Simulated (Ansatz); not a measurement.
Lattice constant a of WSi (model structure, from the rocksalt type, Fm-3m, No. 225) at several levels of theory

No measured value is used here.

```json
[
 {"level (code)": "PBE (Ansatz)", "value (Å)": "5.025"},
 {"level (code)": "PBEsol (Ansatz)", "value (Å)": "4.979"},
 {"level (code)": "PBE-D3(BJ) (Ansatz)", "value (Å)": "4.976"},
 {"level (code)": "r²SCAN (Ansatz)", "value (Å)": "?"}
]
```

Problem. What belongs in the gaps?

Solution. 
- r²SCAN (Ansatz, a program for electronic structure), value (Å): 4.997

Density-functional levels without +SOC have no spin–orbit coupling. Ansatz's density-functional and Hartree–Fock values are scalar-relativistic unless marked +SOC, with PAW data made under PBE.

A model structure was made by putting elements into a prototype or built by hand; it is no filed structure, need not be a known phase, and can be a saddle point held by its symmetry.
